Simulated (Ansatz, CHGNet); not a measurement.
For rutile IrO2, the machine-learned potential CHGNet 0.3.0 (trained on PBE and PBE+U data) gives:

| Quantity | Value |
|---|---|
| lattice parameter a | 4.542 Å |
| c axis length | 3.198 Å |

### Question
What does PBEsol (PAW; Ansatz, a first-principles code) give for the same quantities?

### Answer

- lattice constant a: 4.472 Å (drops by 1.5 %)
- lattice parameter c: 3.154 Å (decreases by 1.4 %)

For comparison: lattice constant a 4.505 Å (measured, room temperature, no zero-point or thermal correction; as tabulated in Hiroi (2015), arXiv:1503.02262); lattice parameter c 3.159 Å (measured, room temperature, no zero-point or thermal correction; as tabulated in Hiroi (2015), arXiv:1503.02262).

Changes are worked out from the printed values.

Unless a cell is named, each level is at its own relaxed cell (CHGNet 0.3.0 11.00, PBEsol 10.51 Å³/atom).

Levels without +SOC leave out spin–orbit coupling, which shifts energies and cells of such heavy elements.

Ansatz's density-functional and Hartree–Fock values are scalar-relativistic unless marked +SOC, with PAW data made under PBE.
